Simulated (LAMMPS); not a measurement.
MD of CdTe (zinc blende) with 25 % of Te sites Se at zero pressure over temperature, 4096 atoms; each row names its start.

Method: classical MD, pair style sw, file CdTeZnSeHgS0.sw, run in LAMMPS.

```
T (K), start                                state                    volume                  enthalpy  first peak of g(r), Cd-Te  coordination number of Cd by Te                        D(Cd)                        D(Se)                        D(Te)
------------  -----------------------------------  ------------------------  ------------------------  -------------------------  -------------------------------  ---------------------------  ---------------------------  ---------------------------
300, crystal  crystal; no diffusion seen in 30 ps  32.5031 ± 0.0003 Å³/atom  -2.1757 ± 0.0001 eV/atom        2.80 Å, height 15.2         3.00 (counted to 3.86 Å)                            -                            -                            -
970, crystal  crystal; no diffusion seen in 30 ps  32.9421 ± 0.0009 Å³/atom  -1.9948 ± 0.0002 eV/atom         2.81 Å, height 8.7         3.00 (counted to 3.78 Å)                            -                            -                            -
1320, melt                                 liquid      34.65 ± 0.03 Å³/atom    -1.545 ± 0.003 eV/atom         2.89 Å, height 4.5         2.92 (counted to 3.82 Å)  (1.02 ± 0.04) × 10^-5 cm²/s    (4.8 ± 0.3) × 10^-6 cm²/s  (1.05 ± 0.05) × 10^-5 cm²/s
1600, melt                                 liquid      35.73 ± 0.06 Å³/atom    -1.376 ± 0.002 eV/atom         2.94 Å, height 3.7         2.88 (counted to 3.86 Å)    (4.8 ± 0.1) × 10^-5 cm²/s  (3.42 ± 0.09) × 10^-5 cm²/s    (4.9 ± 0.1) × 10^-5 cm²/s
1940, melt                                 liquid      37.89 ± 0.03 Å³/atom  -1.2159 ± 0.0008 eV/atom         2.94 Å, height 3.2         2.72 (counted to 3.86 Å)  (1.12 ± 0.02) × 10^-4 cm²/s    (8.6 ± 0.3) × 10^-5 cm²/s  (1.07 ± 0.02) × 10^-4 cm²/s
```

Caution (rows 300, crystal; 970, crystal): the random arrangement on this lattice is imposed, and need not be a phase that exists in equilibrium.

Caution (rows 970, crystal; 1320, melt; 1600, melt; 1940, melt): a run this short can hold a crystal over, or a liquid under, the potential's own melting point, which these runs don't give.

Caution (row 1320, melt): enthalpy drifts during the constant-pressure average: a transition or slow ageing; fluctuation values are void.

Caution (rows 1320, melt; 1600, melt; 1940, melt): the real compound melts congruently only under the pressure of its own vapour and loses its more volatile element when open.

States go by the mean squared displacement: a species diffuses where it passes 1.5 Å², still rises and gives D over 1e-6 cm²/s; a crystal has left its structure where atoms lie 0.35 Å off their sites on average or a cubic box changes its shape by 3 %, or the axial ratios of another lie 8 % off the starting cell's, which the potential's own relaxation can also do.

Errors of D are the spread over four groups of atoms in one short run; a floor of about 5 %, a picked value, is safer.

Uncertainties are statistical and leave out the potential's own error.
